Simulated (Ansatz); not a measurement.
The starting structures come from a database of crystals and need not be the phases stable at ambient conditions.

```
CELL_PARAMETERS angstrom
      5.59974     0.00000     0.00000
     -1.71587     9.41340     0.00000
      2.23567    -0.92241     4.38055
ATOMIC_POSITIONS crystal
  V  0.25000 0.25000 0.54494
  V  0.75000 0.75000 0.45506
  Ag 0.61654 0.09506 0.69349
  Ag 0.38346 0.90494 0.30651
  Ag 0.88346 0.40494 0.21497
  Ag 0.11654 0.59506 0.78503
  Ag 0.00000 0.00000 0.00000
  Ag 0.50000 0.50000 0.00000
  O  0.03175 0.79041 0.13436
  O  0.96825 0.20959 0.86564
  O  0.46825 0.70959 0.37570
  O  0.53175 0.29041 0.62430
  O  0.29326 0.10274 0.24587
  O  0.70674 0.89726 0.75413
  O  0.20674 0.39726 0.43639
  O  0.79326 0.60274 0.56361
```

Space group of this cell: C2/c. The cell is taken as given; by PBEsol its mean pressure is -2.8 GPa.

Transport runs along the normal of the first two printed cell vectors.

The gap is the functional's own. No spin-orbit coupling. Mid-gap values are interpolated on the energy grid.

Q: Predict the band gap and the smallest decay constant κ at mid-gap from PBEsol run with Ansatz (a quantum-chemistry and plane-wave program).

A: Gap 0.83 eV on a 8×8×8 mesh; κ = 0.291 1/Å, at the zone centre.
